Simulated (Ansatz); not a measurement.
## What pressure −2 GPa does to TiBe2

Base system: TiBe2 in the cubic Laves (MgCu2 type) structure (space group Fd-3m, No. 227; a = 6.371 Å; a cell from a computed database, its experimental status unchecked).

One thing is altered: a negative pressure, −2 GPa.

All numbers come from Ansatz (an electronic-structure program), PBEsol, PAW, cutoff 420 eV, without spin-orbit coupling. Settings: 13×13×13 k-points, 0.05 eV Fermi–Dirac smearing.

The volume per atom goes up by 0.174 Å³ to 10.95 Å³ and the density decreases by 0.05 g/cm³, from 3.38 g/cm³ to 3.33 g/cm³. The shortest interatomic distance rises by 1.20 pm (225.2 pm → 226.5 pm) and the enthalpy H = E + PV relative to the base's energy comes out as -0.14 eV/atom. The band gap is still zero.

Cost of the whole job for the changed cell (relaxation, final SCF and bands): very roughly 22 core-seconds.

Load acts through the strain it causes; cell and atoms are relaxed under it. Whether these cells are dynamically stable was not tested. All final runs are without spin polarisation. TiBe2 has a high density of states at the Fermi level and may be magnetic at this level.
